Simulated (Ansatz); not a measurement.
N on the O site (N_O) in metastable polar orthorhombic HfO2: one set of geometries, relaxed with PBE, evaluated in Ansatz (PAW, plane waves to 420 eV, 500 eV under r2SCAN) with PBE, r2SCAN.

Cell and caveats: 96-site cell; 2×2×2 shifted k-points; start: the O(2) site; charged states image-corrected; no spin–orbit coupling; energies good to tenths of an eV; flagged in the runs: a host whose relaxation on this sampling wasn't shown to rest, a strain field that reaches the edge of the cell.

| quantity | PBE | r2SCAN |
|---|---|---|
| host gap (eV) | 4.36 | 4.88 |
| ε(+1/0) above the VBM (eV), not thermodynamic with PBE | 0.67 | 0.75 |
| ε(0/−1) above the VBM (eV), not thermodynamic with PBE | 0.56 | 0.86 |
| neutral formation energy against N2 molecule in a box, O2 molecule in a box (eV) | 5.45 | 5.55 |
| largest moment on one atom at charge 0 (μB) | 0.52 | 0.59 |

PBE narrows the gap by 0.52 eV against r2SCAN, the highest level run, and puts the levels shown 0.19 eV lower above the valence-band maximum on average (from the rounded values).

Ansatz is an electronic-structure program.
